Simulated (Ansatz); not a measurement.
We consider CsCl-type PdIn, described by r²SCAN in Ansatz (plane waves, PAW).

Input:

Ansatz 0.2 input:
```yaml
crystal:
  lattice:
    - [3.2671380227, 0.0, 0.0]
    - [0.0, 3.2671380227, 0.0]
    - [0.0, 0.0, 3.2671380227]
  atoms:
    - { symbol: In, position: [0.5, 0.5, 0.5] }
    - { symbol: Pd, position: [0.0, 0.0, 0.0] }
basis:
  ecutwfc: 560
  ecutrho_ratio: 4
  xc_grid: 3
kpoints:
  mp_grid: { grid: [18, 18, 18] }
hamiltonian:
  xc: r2scan
  dispersion: none
  pseudopotentials: { kind: paw }
scf:
  occupations: { method: fermi_dirac, width: 0.05 }
  convergence: { dr2_threshold: 0.000000001 }
output:
  forces: true
  stress: true
  eigenvalues: true
```

Output (set-up and result lines):

```
WARN output.stress: scf.convergence.dr2_threshold = 1e-9 eV is looser than the 2e-10 eV advised for a printed stress (1e-10 eV for each atom of the cell: 2)
Crystal: 2 atoms, lattice volume = 34.874 Å³
Basis set: ecut = 560 eV, 1021 PW (Γ), exchange–correlation on 81×81×81 points (27 copies of the dense FFT grid, shifted against one another)
Bands: 20, of which v1, the nominal top of the filled ones, is band 16 counted from 1 (15 counted from 0)
Symmetry: 48 space group operations
Space group: Pm-3m (ITA 221), of the structure as read, at distance tolerance 3.3e-5 Å
k-points: 220 of 5832
Functional: x = r2scan, c = r2scan; τ floored in thin density (d = 2e-4 eV/Å³)
SCF iter   1: F=—  HF=-12598.705371 eV  |F-HF|=—  |Δ(HF+E_count)|=         —  Δρ=1.38e-2  dr2=5.46e-2  dr2_τ=1.25e-2
SCF iter   2: F=—  HF=-12598.709000 eV  |F-HF|=—  |Δ(HF+E_count)|=   3.63e-3  Δρ=6.68e-3  dr2=7.58e-3  dr2_τ=8.06e-4
  ...
SCF iter   7: F=—  HF=-12598.707356 eV  |F-HF|=—  |Δ(HF+E_count)|=   8.37e-7  Δρ=5.96e-6  dr2=5.16e-9  dr2_τ=8.49e-10
SCF iter   8: F=-12598.707356 eV  HF=-12598.707356 eV  |F-HF|=4.00e-11  |Δ(HF+E_count)|=   1.16e-8  Δρ=4.66e-7  dr2=8.90e-11  dr2_τ=6.51e-12
SCF 1 converged in 8 iterations: F = -12598.707356 eV  dr2 = 8.90e-11
SCF converged after 8 iterations
Free energy (F): -12598.707356 eV
Internal energy: -12598.701965 eV  (E = F + TS)
E sigma→0 (E₀):  -12598.704661 eV
Fermi energy:    16.823928 eV
--- Forces (eV/Å), atoms counted from 1 ---
  atom   1  In     0.00000000    -0.00000000     0.00000000
  atom   2  Pd    -0.00000000    -0.00000000     0.00000000
--- Stress (GPa, compression-positive) ---
        0.001004      -0.000000       0.000000
        0.000000       0.001004       0.000000
        0.000000       0.000000       0.001004
  P = ⅓ Tr σ = 0.0010 GPa (0.010 kbar)
```

The PAW data were made under PBE.

Ansatz is an electronic-structure program.
